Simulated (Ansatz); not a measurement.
Consider LuI3 in the ReO3 type structure (space group Pm-3m, No. 221; a = 5.844 Å; a hypothetical phase, not in the database extracts checked). Axes: x, y, z lie along the cube axes.

Method: plane-wave PAW DFT at the PBEsol level (Ansatz, a program for electronic structure, 420 eV), no spin-orbit coupling.

For the base:

| Item | Value |
|---|---|
| Band gap | 2.16 eV |
| Smallest direct gap | 2.66 eV |

Modification: strain tensor (xx, yy, zz, yz, xz, xy) = (−2.32, +1.03, +0.49, −1.21, +0.08, −0.58) %; the atoms relax in the strained cell.

**Question.** Estimate the effect on the band gap, smallest direct gap, stress, electron mass and energy relative to the base.

**Answer.** The band gap shrinks by 0.07 eV to 2.09 eV; the smallest direct gap falls by 0.12 eV (2.66 eV → 2.54 eV); the stress (xx, yy, zz, yz, xz, xy; compression positive) amounts to (1.62, -0.54, -0.23, 0.19, -0.02, 0.09) GPa; the electron mass is 0.27 mₑ along x, 1.3 mₑ along y, 0.36 mₑ along z (at Γ); the energy goes up by 7.6 meV/atom.

With I present, leaving out spin-orbit coupling can change the band edges. Masses are band curvatures over ±0.01 Å⁻¹ around the edge. Stability against distortions was not tested.
